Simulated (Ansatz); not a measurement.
```
Cu
1.0
    0.00000     1.78182     1.78182
    1.78182     0.00000     1.78182
    1.78182     1.78182     0.00000
Cu
1
Direct
  0.00000   0.00000   0.00000
```

Question: List the harmonic phonon frequencies (cm⁻¹; finite displacements on a 10×10×10 mesh, PBEsol density-functional theory in Ansatz (plane waves, PAW), k mesh 20×20×20, methfessel-paxton smearing of 0.15 eV) at q = (0.000, 0.000, 0.200), (0.000, 0.100, -0.200), (0.000, 0.300, 0.400), in fractions of this cell's reciprocal vectors. At Γ leave out the LO-TO shift.

Answer: 
- (0.000, 0.000, 0.200): 71, 71, 164
- (0.000, 0.100, -0.200): 78, 113, 188
- (0.000, 0.300, 0.400): 160, 165, 237

The PAW data sets were generated under PBE and serve the other functionals too.

Ansatz is an electronic-structure program.
